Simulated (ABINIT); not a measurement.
Band structure of YSe (Fm-3m, 2 atoms in the cell).

```yaml
crystal:
  lattice:
    - [0.00000, 2.87839, 2.87839]
    - [2.87839, 0.00000, 2.87839]
    - [2.87839, 2.87839, 0.00000]
  atoms:
    - { symbol: Y, position: [0.50000, 0.50000, 0.50000] }
    - { symbol: Se, position: [0.00000, 0.00000, 0.00000] }
```

Method: PBEsol, PAW (JTH v2.0 PBE PAW, files made for PBE) (plane waves; ABINIT 10.0.3).

Settings: pseudos = [Y.GGA_PBE-JTH.xml, Se.GGA_PBE-JTH.xml]; ecut = 20 Ha; pawecutdg = 40 Ha; pawxcdev = 0; ixc = -116133; occopt = 7; tsmear = 0.2 eV; ngkpt = 8 8 8; nshiftk = 1; shiftk = 0 0 0; potentials = JTH v2.0 PBE PAW; kptopt = 1; nstep = 80.

The starting cell comes from a database of computed structures (which also holds hypothetical and non-ambient phases and stackings), without a prior relaxation at this level. The potentials were made for another functional than the one used.

Levels in eV from the Fermi level, bands 5 to 12:
| point | 5 | 6 | 7 | 8 | 9 | 10 | 11 | 12 |
|---|---|---|---|---|---|---|---|---|
| Γ | -15.10 | -2.99 | -2.99 | -2.99 | -0.21 | -0.21 | -0.21 | 0.56 |
| X | -14.51 | -5.43 | -3.85 | -3.85 | -2.13 | 1.65 | 2.37 | 3.15 |
| W | -14.31 | -5.11 | -5.03 | -5.03 | 0.83 | 0.83 | 2.24 | 2.85 |
| K | -14.33 | -5.33 | -5.25 | -4.38 | -0.53 | 2.58 | 2.65 | 2.82 |
| L | -14.07 | -6.80 | -4.82 | -4.82 | 1.66 | 2.29 | 2.29 | 2.35 |
| U | -14.33 | -5.33 | -5.25 | -4.38 | -0.53 | 2.58 | 2.65 | 2.82 |

Bands cross the Fermi level along this path, so the cell is metallic at this level.
